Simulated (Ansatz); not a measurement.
For Si (model structure, R-3m, No. 166, 6 atoms in the cell), LDA (Ansatz, a quantum-chemistry and plane-wave program, plane waves, PAW) gives:

| Quantity | Result |
|---|---|
| lattice parameter a | 3.807 Å |
| lattice parameter c | 28.216 Å |
| cohesive energy | 5.29 eV/atom |
| band gap | 0.36 eV |

Task: What does r²SCAN+rVV10 (PAW; Ansatz) give for the same quantities?

Result: 
- lattice constant a: 3.831 Å (increases by 0.6 %)
- lattice parameter c: 28.409 Å (grows by 0.7 %)
- cohesive energy: 4.81 eV/atom (falls by 0.48 eV/atom)
- band gap: 0.65 eV (goes up by 0.29 eV)

Changes are worked out from the printed values.

Unless a cell is named, each level is at its own relaxed cell (LDA 19.68, r²SCAN+rVV10 20.06 Å³/atom).

Density-functional gaps are differences of (generalised) Kohn–Sham levels.

Ansatz's density-functional and Hartree–Fock values are scalar-relativistic unless marked +SOC, with PAW data made under PBE.

A model structure was made by putting elements into a prototype or built by hand; it is no filed structure, need not be a known phase, and can be a saddle point held by its symmetry.
